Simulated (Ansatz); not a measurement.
Results of revPBE (Ansatz, an electronic-structure program, plane waves, PAW) for antifluorite K₂S.

Run with plane-wave cutoff 520 eV, 8×8×8 k mesh, Fermi–Dirac smearing 0.01 eV, scalar-relativistic PAW data made under PBE.

Results at a series of volumes:

```json
[
 {"V (Å³/atom)": "34.332", "E − E_lowest (meV/atom)": "7.18", "P (GPa)": "1.117"},
 {"V (Å³/atom)": "35.063", "E − E_lowest (meV/atom)": "3.05", "P (GPa)": "0.701"},
 {"V (Å³/atom)": "35.793", "E − E_lowest (meV/atom)": "0.72", "P (GPa)": "0.328"},
 {"V (Å³/atom)": "36.524", "E − E_lowest (meV/atom)": "0.00", "P (GPa)": "-0.007"},
 {"V (Å³/atom)": "37.254", "E − E_lowest (meV/atom)": "0.73", "P (GPa)": "-0.308"},
 {"V (Å³/atom)": "37.985", "E − E_lowest (meV/atom)": "2.77", "P (GPa)": "-0.579"},
 {"V (Å³/atom)": "38.715", "E − E_lowest (meV/atom)": "5.97", "P (GPa)": "-0.823"}
]
```

Problem. Fit the third-order Birch–Murnaghan equation and give B0 and B′.

Solution. V0 = 36.508 Å³/atom, B0 = 15.9 GPa, B′ = 4.3 (fit to the energies at full precision).

Measured, for comparison: equilibrium volume per atom 33.65 Å³/atom (temperature not stated, no zero-point or thermal correction; as tabulated in Syrotyuk et al. (2015), arXiv:1510.06546). Computed (rounded) less measured: equilibrium volume per atom +8.5 %.

Static lattice: no zero-point or thermal effects.

Computing time: around 40 core-seconds (rough).
